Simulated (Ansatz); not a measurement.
Rutile MgH2, treated with HSE06 (PAW; Ansatz, an electronic-structure program).

Numerical settings: plane-wave cutoff 460 eV, 6×6×8 k mesh (along the axes of the cell as run), Fermi–Dirac smearing 0.01 eV, scalar-relativistic PAW data made under PBE.

Computed at the level's own relaxed cell.

```
CELL_PARAMETERS angstrom
      4.48736     0.00000     0.00000
      0.00000     4.48736     0.00000
      0.00000     0.00000     2.99814
ATOMIC_POSITIONS crystal
  Mg 0.00000 0.00000 0.00000
  Mg 0.50000 0.50000 0.50000
  H  0.30455 0.30455 0.00000
  H  0.80455 0.19545 0.50000
  H  0.19545 0.80455 0.50000
  H  0.69545 0.69545 0.00000
```

Task: List the 8 lowest band energies at Γ above −25 eV (eV, relative to the valence band maximum), grouping those that round alike.

Result: At Γ: -7.16, -1.61 (×2), -0.42, 5.73, 6.25, 10.56 (×2).

Note: the run warned that its exchange threshold was loose for the stress.
